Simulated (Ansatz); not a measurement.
For CoSi (P2_13, relaxed from the FeSi type) at 750 K, quasi-harmonic lattice dynamics with Ansatz (a program for electronic structure), PBEsol functional, plane-wave PAW gives a volume expansion coefficient α_V = 33.81 × 10⁻⁶ K⁻¹, an isothermal bulk modulus B_T = 212.3 GPa, a molar volume V_m = 13.014 cm³/mol and C_V = 49.80 J/(mol K). 

Work out the Grüneisen parameter, C_P and the adiabatic bulk modulus.

γ = α_V B_T V_m / C_V = 1.88. C_P − C_V = α_V² B_T V_m T = 2.37 J/(mol K), so C_P = 52.17 J/(mol K). B_S = B_T C_P/C_V = B_T (1 + α_V γ T) = 222.4 GPa.

The PAW data sets were generated under PBE and serve the other functionals too.
